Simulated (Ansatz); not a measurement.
Take CdSe in the wurtzite structure (space group P6_3mc, No. 186) as the base.

```
CELL_PARAMETERS angstrom
      4.38288     0.00000     0.00000
     -2.19144     3.79568     0.00000
      0.00000     0.00000     7.15467
ATOMIC_POSITIONS crystal
  Cd 0.66667 0.33333 0.00047
  Cd 0.33333 0.66667 0.50047
  Se 0.66667 0.33333 0.62473
  Se 0.33333 0.66667 0.12473
```

Levels (all Ansatz, an electronic-structure program, PAW, earlier PAW set): PBE (420 eV, no spin-orbit coupling); r2SCAN (500 eV, spin-orbit coupling left out); HSE06 (420 eV, no SOC); PBE+SOC (420 eV, spin-orbit coupling included).

At the geometry relaxed with PBE, these levels gave the following band gaps, in shuffled order: (a) 0.54 eV, (b) 0.42 eV, (c) 1.02 eV, (d) 1.46 eV.

Task: Match each gap to its level.

Result: (a) PBE; (b) PBE+SOC; (c) r2SCAN; (d) HSE06.

Single points use the geometry relaxed with PBE. Differences between runs with and without spin-orbit coupling are approximate. No phonon test of stability was made.
